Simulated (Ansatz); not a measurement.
The starting structures come from a database of crystals and need not be the phases stable at ambient conditions.

# Evanescent states of Mg₂Al₂Se₅ (P-3m1, not sure to be the ambient phase, 9 atoms a cell, 22.9 Å³ an atom) along the normal of (100)

Calculation: r2SCAN (plane waves, PAW; Ansatz, a first-principles code).

The gap is the functional's own. No spin-orbit coupling. Mid-gap values are interpolated on the energy grid.

Energies count from the valence-band top; κ is the least over a 8×2 mesh across the current.

| E (eV) | κ (1/Å) | where |
|---|---|---|
| 0.05 | 0.055 | Γ |
| 0.15 | 0.092 | Γ |
| 0.25 | 0.115 | Γ |
| 0.35 | 0.132 | Γ |
| 0.45 | ? | Γ |
| 0.55 | ? | Γ |
| 0.65 | ? | Γ |
| 0.75 | ? | Γ |
| 0.85 | ? | Γ |
| 0.95 | ? | Γ |
| 1.05 | ? | Γ |
| 1.15 | ? | Γ |
| 1.25 | ? | Γ |
| 1.35 | ? | Γ |
| 1.45 | 0.132 | Γ |
| 1.55 | 0.119 | Γ |
| 1.65 | 0.104 | Γ |
| 1.75 | 0.083 | Γ |
| 1.85 | 0.053 | Γ |

**Question.** What belongs in the gaps?

**Answer.** 
- 0.45, κ (1/Å): 0.144
- 0.55, κ (1/Å): 0.153
- 0.65, κ (1/Å): 0.160
- 0.75, κ (1/Å): 0.163
- 0.85, κ (1/Å): 0.165
- 0.95, κ (1/Å): 0.164
- 1.05, κ (1/Å): 0.161
- 1.15, κ (1/Å): 0.156
- 1.25, κ (1/Å): 0.150
- 1.35, κ (1/Å): 0.142
